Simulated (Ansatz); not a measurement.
An Ansatz (a program for electronic structure) input (Ansatz PBEsol, scalar-relativistic without spin-orbit coupling):

Ansatz 0.2 input:
```yaml
crystal:
  lattice:
    - [0.0349093816, 2.0414843026, 2.0414843026]
    - [2.0414843026, 0.0349093816, 2.0414843026]
    - [2.0763936842, 2.0763936842, 0]
  atoms:
    - { symbol: Au, position: [0, 0, 0] }
basis: { ecutwfc: 420, ecutrho_ratio: 4, xc_grid: 2, fft_grid_basis: typed }
kpoints: { mp_grid: { grid: [28, 28, 28] } }
hamiltonian:
  xc: pbesol
  dispersion: none
  pseudopotentials: { kind: paw }
scf: { occupations: { method: fermi_dirac, width: 0.1 }, convergence: { dr2_threshold: 0.0000000001 } }
relax: { f_tol: 0.005, max_steps: 50 }
output: { forces: true, stress: true }
checkpoint: { write: state.ck, write_every: 1000 }
```

### Question
Which symmetry and how many k-points will the program report, and about how many plane waves at Γ?

### Answer
Space group Immm (ITA 71) with 8 operations, k-points 3060 of 21952, and 331 plane waves at Γ.

### Question
And the final pressure?

### Answer
0.20 GPa (compression positive).

The cells carry an imposed strain or load. Stability against distortions was not tested. The cell was made from Au in the fcc (Cu type) structure (space group Fm-3m, No. 225) by this change: tensor shear ε_xy = +1.71 %.
